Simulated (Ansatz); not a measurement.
# Several settings converged on Ti (P6_3/mmc, 2 atoms in the cell)

```
Ti
1.0
    1.46762    -2.54200     0.00000
    1.46762     2.54200     0.00000
    0.00000     0.00000     4.65660
Ti
2
Cartesian
  1.46762   0.84733   1.16415
  1.46762  -0.84733   3.49245
```

Base method: LDA (PW92), default PAW files made with PBE (plane waves; Ansatz, a first-principles code).

Base settings: basis.ecutwfc = 30.9 Ry; kpoints.mp_grid.grid = 13 13 7; hamiltonian.xc = lda; hamiltonian.pseudopotentials = {kind: paw} (the program's default PAW files); scf.occupations.method = fermi_dirac; scf.occupations.width = 0.0073 Ry.

Core times come from one kind of shared machine, to one figure; runs under 30 s give none.

**Zone-centre phonons against the cutoff**

In this ladder: phonons.method = dfpt.

The mesh stays at the base's, so the ladder's end is converged at best in this setting alone.

Frequencies are those of the unrelaxed cell, without the LO-TO term of polar crystals.

Only quantities that move along the ladder and can be compared are tabulated.

```tsv
basis.ecutwfc	highest zone-centre frequency (cm⁻¹)
15.4 Ry	287.4
18.4 Ry	159.5
21.7 Ry	153.4
26.1 Ry	159.6
30.9 Ry	159.9
37.1 Ry	159.9
46.3 Ry	159.9
```

Coarsest basis.ecutwfc that holds the highest zone-centre frequency within 1 cm⁻¹ of the last step, with all finer ones: 26.1 Ry; the step before is off by 6.5 cm⁻¹.

**The force threshold of a relaxation**

On Ti (P-3m1, 2 atoms in the cell): one atom moved by 0.15 angstrom.

In this ladder: relax = atoms.

The mesh stays at the base's, so the ladder's end is converged at best in this setting alone.

Only quantities that move along the ladder and can be compared are tabulated.

```csv
relax.f_tol,free energy less the last step's (meV/atom),largest force left (eV/Å),relaxation steps
0.2 eV/Å,0.42,0.0623,2
0.1 eV/Å,0.42,0.0625,3
0.05 eV/Å,0.00,0.0015,3
0.03 eV/Å,0.00,0.0015,3
0.02 eV/Å,0.00,0.0015,3
0.01 eV/Å,0.00,0.0016,4
0.005 eV/Å,0.00,0.0016,4
0.002 eV/Å,0.00,0.0016,4
0.001 eV/Å,0.00,0.0000,5
```

Coarsest relax.f_tol that holds the largest force left within 0.02 eV/Å of the last step, with all finer ones: 0.05 eV/Å; the step before is off by 0.062 eV/Å.

Coarsest relax.f_tol that holds the free energy within 0.05 meV/atom of the last step, with all finer ones: 0.05 eV/Å; the step before is off by 0.42 meV/atom.

Two neighbours can agree and both be off: 0.2 eV/Å and 0.1 eV/Å differ by 0.00 meV/atom in the free energy, yet lie about 0.42 meV/atom from the last step.

**The q mesh of the phonons**

In this ladder: kpoints.mp_grid.grid = 12 12 12; phonons.method = dfpt.

Only quantities that move along the ladder and can be compared are tabulated.

Thermal sums run over frequencies interpolated from this q mesh.

| phonons.qmesh | zero-point energy (meV/atom) | vibrational free energy at 300 K (meV/atom) | core time / last (rough) |
|---|---|---|---|
| 1 1 1 | 16.28 | -70.45 | 0.04 |
| 2 2 2 | 29.85 | -22.39 | 0.2 |
| 3 3 3 | 30.07 | -22.36 | 1 |

Coarsest phonons.qmesh that holds the vibrational free energy at 300 K within 1 meV/atom of the last step, with all finer ones: 2 2 2, at about 0.2 of the last step's time; the step before is off by 48 meV/atom.

Coarsest phonons.qmesh that holds the zero-point energy within 0.5 meV/atom of the last step, with all finer ones: 2 2 2, at about 0.2 of the last step's time; the step before is off by 14 meV/atom.

On the base run: the starting cell has typed, rounded lattice constants, without a prior relaxation at this level. Its lattice was rescaled by up to half a per cent. Spin polarisation is off. In the base run, with a pressure of about -8 GPa the cell is away from its equilibrium volume at this level.

Keys are those of Ansatz 0.2.
